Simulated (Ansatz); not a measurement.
The starting structures come from a database of crystals and need not be the phases stable at ambient conditions.

# Evanescent states of Rb$_{2}$SnBr$_{6}$ (Fm-3m, not sure to be the ambient phase, 9 atoms a cell, 34.8 Å³ an atom) along the normal of (001)

Level of theory: PBEsol (plane waves, PAW; Ansatz, a quantum-chemistry and plane-wave program).

The gap is the functional's own. No spin-orbit coupling. Mid-gap values are interpolated on the energy grid.

Energies count from the valence-band top; κ is the least over a 4×4 mesh across the current.

| E (eV) | κ (1/Å) | where |
|---|---|---|
| 0.04 | 0.090 | Γ |
| 0.12 | 0.153 | Γ |
| 0.20 | 0.195 | Γ |
| 0.28 | 0.209 | Γ |
| 0.36 | 0.207 | Γ |
| 0.44 | 0.204 | Γ |
| 0.52 | 0.200 | Γ |
| 0.60 | 0.195 | Γ |
| 0.68 | 0.187 | Γ |
| 0.76 | 0.178 | Γ |
| 0.84 | 0.167 | Γ |
| 0.92 | 0.153 | Γ |
| 1.00 | 0.136 | Γ |
| 1.08 | 0.114 | Γ |
| 1.16 | 0.083 | Γ |
| 1.24 | 0.013 | Γ |

### Question
How thick must the barrier be to attenuate the transmission by 10^4 when the electrodes' Fermi level lies at 1.00 eV, and what attenuation does that film give at 0.84 eV?

### Answer
d = 4 ln 10 / (2 × 0.136) = 33.9 Å. At 0.84 eV it gives 4 × 0.167/0.136 = 4.9 decades.
